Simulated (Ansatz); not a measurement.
TiAl3 (I4/mmm, No. 139) was calculated with PBE-D3(BJ) (Ansatz, an electronic-structure program, PAW).

Run with plane-wave cutoff 520 eV, 20×20×20 k mesh, Fermi–Dirac smearing 0.05 eV, no spin polarisation, scalar-relativistic PAW data made under PBE.

Cell (relaxed at this level):

Space group I4/mmm (No. 139); a = b = 3.795 Å, c = 8.494 Å, α = β = γ = 90.00°

| atom | site | symmetry | x | y | z |
|---|---|---|---|---|---|
| Ti | 2a | 4/mmm | 0.0000 | 0.0000 | 0.0000 |
| Al | 2b | 4/mmm | 0.0000 | 0.0000 | 0.5000 |
| Al | 4d | -4m2 | 0.0000 | 0.5000 | 0.2500 |
(The calculation used a cell of 4 atoms; values per cell refer to that cell.)

Estimate the bulk modulus B0 and pressure derivative B′ of the bulk modulus that the calculation returns.


- bulk modulus B0 = 115 GPa
- pressure derivative B′ of the bulk modulus = 4.1

The run finds no gap.

Note: the bulk modulus comes from volumes at which shape and atoms were relaxed.

The computed numbers hold no vibrational or temperature effects.

Computing time: very roughly 20 core-minutes.
